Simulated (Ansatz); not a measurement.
We consider spinel CdCr2S4, described by HSE06+SOC (Ansatz, an electronic-structure program, PAW).

Run with plane-wave cutoff 460 eV, 4×4×4 k mesh, Fermi–Dirac smearing 0.01 eV, spin-polarised with parallel moments, PAW data made under PBE.

Cell (measured lattice):

```
CELL_PARAMETERS angstrom
      0.00000     5.10870     5.10870
      5.10870     0.00000     5.10870
      5.10870     5.10870     0.00000
ATOMIC_POSITIONS crystal
  Cr 0.62500 0.62500 0.62500
  Cr 0.12500 0.62500 0.62500
  Cr 0.62500 0.62500 0.12500
  Cr 0.62500 0.12500 0.62500
  S  0.38930 0.38930 0.38930
  S  0.41790 0.86070 0.86070
  S  0.38930 0.38930 0.83210
  S  0.86070 0.41790 0.86070
  S  0.83210 0.38930 0.38930
  S  0.86070 0.86070 0.86070
  S  0.38930 0.83210 0.38930
  S  0.86070 0.86070 0.41790
  Cd 0.00000 0.00000 0.00000
  Cd 0.25000 0.25000 0.25000
```
Starting moments (μB, in the order of the record's atoms Cr Cr Cr Cr S S S S S S S S Cd Cd): 3.0 3.0 3.0 3.0 0.0 0.0 0.0 0.0 0.0 0.0 0.0 0.0 0.0 0.0.

### Question
Give the computed band gap.

### Answer

* **band gap**: 1.92 eV (direct)

Note: the magnetic order was assumed, not searched for or taken from measurement; cell and atoms aren't relaxed at this level (largest force component 0.17 eV/Å, pressure 1.5 GPa).
